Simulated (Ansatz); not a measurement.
What uniaxial strain ε_xx = +2.00 % does to Os

The parent structure is Os in the hcp (Mg type) structure (space group P6_3/mmc, No. 194; a = 2.754 Å, c = 4.347 Å; relaxed with 0.1 eV smearing). Axes: x lies along a and z along c of the hexagonal cell.

Perturbation: uniaxial strain ε_xx = +2.00 %, all other strain components held at zero, atoms relaxed at fixed cell.

Method: Ansatz (an electronic-structure program), PBE, PAW, cutoff 420 eV, no spin-orbit coupling. Γ-centred 24×24×13 mesh, Fermi–Dirac width 0.1 eV.

```tsv
quantity	base	changed	shift
energy relative to the base (free energy F)	0 meV/atom	+12 meV/atom	+12 meV/atom
band gap	zero	zero	–
stress (xx, yy, zz, yz, xz, xy; compression positive)	–	(-13.2, -4.1, -4.2, 0.0, 0.0, 0.0) GPa	–
```

Final structure:

```xyz
2
Lattice="2.8094 0.0000 0.0000 -1.4047 2.3853 0.0000 0.0000 0.0000 4.3474" Properties=species:S:1:pos:R:3 pbc="T T T"
Os     1.4047     0.7973     3.2605
Os     0.0000     1.5881     1.0868
```

Stability against distortions was not tested. All final runs are without spin polarisation.
